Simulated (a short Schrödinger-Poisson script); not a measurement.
Stack: gated In0.52Al0.48As/In0.53Ga0.47As δ-doped gas in a quantum well, at 300 K.

```tsv
layer	material	thickness (nm)	Na (cm⁻³)
1	In0.52Al0.48As	10	-
2	In0.52Al0.48As	2	-
3	In0.53Ga0.47As	20	-
4	In0.52Al0.48As	4000	1e15
```

The device is made up for the run: typed textbook-type constants, with dimensions and the other settings drawn at random. In0.52Al0.48As: permittivity 12.5, conduction-band edge (eV) 0.52, gap (eV) 1.45, electron mass (mₑ) 0.075, Nv at 300 K (cm⁻³) 1.1e19. In0.53Ga0.47As: permittivity 13.9, conduction-band edge (eV) 0, gap (eV) 0.74, Nv at 300 K (cm⁻³) 7.7e18.

Channel valleys (confinement mass, in-plane density-of-states mass, number): Γ 0.041, 0.041, 1. At the gate the conduction-band edge of layer 1 lies 0.65 eV − eVg above the Fermi level of the channel; the field vanishes at the back. Sheet of ionised δ-doping: +2.6e12 e/cm² at 10 nm from the gate. The barrier under the gate holds no holes. Gaps are held at their typed values at every temperature. Mesh 0.08 nm at interfaces.

From a short Schrödinger-Poisson script (our own, NumPy): 1D Poisson equation in equilibrium, electrons quantum, Hartree (BenDaniel-Duke, 40 states a valley, the channel's in-plane mass for all, wave functions free to enter the barrier), parabolic valleys, classical holes, full ionisation, no traps, pinning or gate leakage.

Task: List the lowest subbands of each valley and their electrons at Vg = 0.4 V.

Result: 
```csv
valley,subband,energy from the Fermi level (meV),electrons (cm⁻²),share (%)
Γ,0,-97.9,1.69e12,75.0
Γ,1,-20.3,5.14e11,22.8
Γ,2,55.9,4.82e10,2.1
```

All electrons: 2.25e12 cm⁻².
